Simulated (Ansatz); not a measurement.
Take ScPt in the CsCl type structure (space group Pm-3m, No. 221; relaxed with 0.1 eV smearing) as the base.

```xyz
2
Lattice="3.2600 0.0000 0.0000 0.0000 3.2600 0.0000 0.0000 0.0000 3.2600" Properties=species:S:1:pos:R:3 pbc="T T T"
Sc     1.6300     1.6300     1.6300
Pt     0.0000     0.0000     0.0000
```

The values are results of plane-wave PAW DFT at the PBEsol level (Ansatz, a first-principles code, 420 eV), no SOC, not measurements.

Base values:

```
Property   Result
--------  -------
Pressure  0.0 GPa
```

The change: every lattice vector is stretched by 4.14 %; the atoms relax in the strained cell.

How does this affect the energy relative to the base and pressure?

The energy increases by 110 meV/atom; the pressure goes from zero to -14.0 GPa.

No phonon test of stability was made. All final runs are without spin polarisation.
